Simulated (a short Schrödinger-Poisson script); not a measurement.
System: MOS inversion layer, SiO2 on p-type Si(100), at 300 K.

From the gate side: 3 nm SiO2; 1100 nm Si, acceptors 1.5e17 cm⁻³.

Constants are typed, rounded textbook-type inputs, not results; the design itself was drawn at random and stands for no fabricated device. SiO2: permittivity 3.9, conduction-band edge (eV) 3.15, gap (eV) 9, electron mass (mₑ) 0.5. Si: permittivity 11.7, conduction-band edge (eV) 0, gap (eV) 1.124, Nv at 300 K (cm⁻³) 3.1e19.

Channel valleys (confinement mass, in-plane density-of-states mass, number): Δ2 0.916, 0.19, 2; Δ4 0.19, 0.417, 4. At the gate the conduction-band edge of layer 1 lies 3.46 eV − eVg above the Fermi level of the channel; the field vanishes at the back. Gaps are held at their typed values at every temperature. Mesh 0.03 nm at interfaces.

Solved with a short Schrödinger-Poisson script written for these runs: 1D Poisson equation in equilibrium, electrons quantum, Hartree (BenDaniel-Duke, 12 states a valley, the channel's in-plane mass for all, wave functions ending at the dielectric), parabolic valleys, classical holes, full ionisation, no traps, pinning or gate leakage.

```csv
Vg (V),electrons (cm⁻²),C (μF/cm²),Δ2 E0 (meV from the Fermi level),Δ4 E0 (meV from the Fermi level)
0.4,2.42e10,0.211,153.6,193.9
0.5,2.27e11,0.582,93.9,136.9
0.6,6.44e11,0.777,64.6,111.2
0.7,1.15e12,0.857,47.2,97.6
0.8,1.69e12,0.899,34.8,88.9
0.9,2.26e12,0.925,25.1,82.6
1,2.84e12,0.944,17.0,77.8
1.1,3.44e12,0.958,9.9,73.9
1.2,4.04e12,0.968,3.6,70.6
1.3,4.64e12,0.977,-2.1,67.8
1.4,5.25e12,0.984,-7.4,65.4
1.5,5.87e12,0.990,-12.3,63.1
1.6,6.49e12,0.995,-17.0,61.1
1.7,7.11e12,0.999,-21.5,59.3
1.8,7.73e12,1.00,-25.7,57.6
1.9,8.36e12,1.01,-29.8,56.0
2,8.99e12,1.01,-33.8,54.4
```

Gate voltages with under 1e9 electrons/cm² are left out.

Problem. At Vg = 2 V the lowest Δ2 subband lies at -33.8 meV from the Fermi level. How many electrons does it hold, and what share of all?

Solution. The two-dimensional density of states is g m/(πħ²) = 1.59e11 cm⁻² meV⁻¹ (both spins), kT = 25.9 meV, so n = D kT ln(1 + exp(−E/kT)) = 6.35e12 cm⁻², 0.71 of the 8.99e12 cm⁻² in all.

Problem. Compare the slope of the sheet density between 1.8 and 2 V with the geometric capacitance of the layers between gate and channel.

Solution. q Δn/ΔV = 1.01 μF/cm²; ε0/Σ(t/ε) = 1.15 μF/cm². The ratio is 0.88: the channel acts as a further capacitance in series.
